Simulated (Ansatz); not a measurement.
## A computed series for SiC: pressure series

Start from SiC (space group P6_3mc, No. 186; a = 3.094 Å, c = 10.129 Å).

Cell and atoms are relaxed at each pressure.

Levels (all Ansatz, a quantum-chemistry and plane-wave program, PAW): PBE (420 eV, scalar-relativistic without spin-orbit coupling); r2SCAN (500 eV, no spin-orbit coupling).

The base cell above is that of PBE; each level relaxes its own structures.

```csv
case,"band gap, PBE","band gap, r2SCAN"
pressure −2 GPa,2.22 eV,2.59 eV
pressure −1 GPa,2.22 eV,2.60 eV
pressure 0.9 GPa,2.23 eV,2.60 eV
pressure 2.1 GPa,2.23 eV,2.60 eV
pressure 4.5 GPa,2.23 eV,2.61 eV
pressure 9 GPa,2.23 eV,2.61 eV
pressure 15 GPa,2.24 eV,2.62 eV
pressure 22.5 GPa,2.24 eV,2.63 eV
pressure 30 GPa,2.24 eV,2.64 eV
```

PBE lies below r2SCAN in every row, by 0.37 eV to 0.40 eV. Near ties aside, they put the cases in the same order.

Load acts through the strain it causes; cell and atoms are relaxed under it. Whether these cells are dynamically stable was not tested. Competing high-pressure phases were not computed.
